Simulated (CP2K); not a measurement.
Worked example: self-consistent single point of BPt2 (P1, 6 atoms in the cell) in CP2K.

Computed with LDA (Pade form), GPW, DZVP-MOLOPT-SR-GTH basis, GTH-PADE potentials (GTH_POTENTIALS) (CP2K 2026.2).

The change in words: lattice scaled by 0.98. Reference geometry:
```yaml
crystal:
  lattice:
    - [2.92831, 0.00000, 0.00000]
    - [-1.46416, 2.53599, 0.00000]
    - [0.00000, 0.00000, 10.35722]
  atoms:
    - { symbol: B, position: [0.66624, 0.33274, 0.75111] }
    - { symbol: B, position: [0.33107, 0.66195, 0.24915] }
    - { symbol: Pt, position: [0.67433, 0.33732, 0.38615] }
    - { symbol: Pt, position: [0.32824, 0.67210, 0.61408] }
    - { symbol: Pt, position: [0.32639, 0.66283, 0.88384] }
    - { symbol: Pt, position: [0.67373, 0.33307, 0.11566] }
```

Reference input (self-consistent single point, DFT LDA (Pade form), GPW, DZVP-MOLOPT-SR-GTH basis, GTH-PADE potentials (GTH_POTENTIALS)): CUTOFF = 500 Ry; REL_CUTOFF = 60 Ry; SMEAR/METHOD = FERMI_DIRAC; ELECTRONIC_TEMPERATURE = 1578.21 K; KPOINTS/SCHEME = MONKHORST-PACK 8 8 2; GAMMA_CENTERED = T; XC_FUNCTIONAL = PADE; B/BASIS_SET = DZVP-MOLOPT-SR-GTH-q3; B/POTENTIAL = GTH-PADE-q3; Pt/BASIS_SET = DZVP-MOLOPT-SR-GTH-q18; Pt/POTENTIAL = GTH-PADE-q18; METHOD = GPW. This run's input differs from it in these lines:

```diff
@@ -63,4 +63,4 @@
     &CELL
-      ABC 2.92831000 2.92831013 10.35722000
-      ALPHA_BETA_GAMMA 90.00000000 90.00000000 119.99999853
+      ABC 2.86974400 2.86974382 10.15007600
+      ALPHA_BETA_GAMMA 90.00000000 90.00000000 120.00000206
       PERIODIC XYZ
@@ -68,8 +68,8 @@
     &COORD
-      B        1.46376261     0.84382565     7.77945294
-      B        0.00028990     1.67868910     2.58053243
-      Pt       1.48076437     0.85543541     3.99944050
-      Pt      -0.02286424     1.70443448     6.36019273
-      Pt      -0.01472061     1.68092584     9.15410461
-      Pt       1.48523151     0.84466506     1.19793678
+      B        1.43448745     0.82694907     7.62386418
+      B        0.00028410     1.64511520     2.52892189
+      Pt       1.45114919     0.83832664     3.91945185
+      Pt      -0.02240696     1.67034567     6.23298912
+      Pt      -0.01442620     1.64730721     8.97102287
+      Pt       1.45552698     0.82777170     1.17397809
     &END COORD
```

Output, abridged:

```
 SCF WAVEFUNCTION OPTIMIZATION

  Step     Update method      Time    Convergence         Total energy    Change
     1 NoMix/Diag. 0.30E+00      -     1.15461279      -490.3586688690 -4.90E+02
     2 Broy./Diag. 0.30E+00      -     0.28884218      -491.7961362169 -1.44E+00
     3 Broy./Diag. 0.30E+00      -     0.01742130      -488.1586235931  3.64E+00
     4 Broy./Diag. 0.30E+00      -     0.04610446      -488.5381540944 -3.80E-01
     5 Broy./Diag. 0.30E+00      -     0.03842109      -488.7050306970 -1.67E-01
     6 Broy./Diag. 0.30E+00      -     0.00313667      -488.8080292686 -1.03E-01
   [... 6 lines left out ...]
    13 Broy./Diag. 0.30E+00      -     0.00000103      -488.8858108693 -1.52E-04
    14 Broy./Diag. 0.30E+00      -     0.00000162      -488.8858024382  8.43E-06
    15 Broy./Diag. 0.30E+00      -     0.00000122      -488.8857991515  3.29E-06
    16 Broy./Diag. 0.30E+00      -     0.00000029      -488.8858016279 -2.48E-06
  *** SCF run converged in    16 steps ***

  Overlap energy of the core charge distribution:               0.00000013990043
  Self energy of the core charge distribution:               -742.89138350023325
  Core Hamiltonian energy:                                    169.38916837705170
  Hartree energy:                                             133.53092871987371
  Exchange-correlation energy:                                -48.90812548227905
  Electronic entropic energy:                                  -0.00638988167363
  Fermi energy:                                                 0.55850272029654

  Total energy:                                              -488.88580162791806
  Total energy (extrapolated to T->0):                       -488.88260668708125

                     Mulliken Population Analysis

   [... lines left out ...]

 STRESS| Analytical stress tensor [bar]
 STRESS|                        x                   y                   z
 STRESS|      x       -2.57178602695E+05   1.27449550715E+03   4.31041536318E+02
 STRESS|      y        1.27449550715E+03  -2.58279866252E+05   9.38982464490E+02
 STRESS|      z        4.31041536318E+02   9.38982464490E+02  -3.19491409768E+05
 STRESS| 1/3 Trace                                            -2.78316626238E+05
```

The run converged in 16 iterations. Against the reference run the free energy falls by 162 meV/atom, the pressure goes from -39.93 to -27.83 GPa and the largest force goes from 2.475 to 2.183 eV/Å.

The starting cell comes from a database of computed structures (which also holds hypothetical and non-ambient phases and stackings), without a prior relaxation at this level. Its atoms were displaced at random from the sites of space group no. 194. For this run, on top of that: lattice scaled by 0.98. Spin polarisation is off. Values carry the incompleteness of an atom-centred basis. With a pressure of about -28 GPa the cell is away from its equilibrium volume at this level. Forces in this geometry exceed 1 eV/Å.

Cost on one core of a shared machine: roughly 50 s.
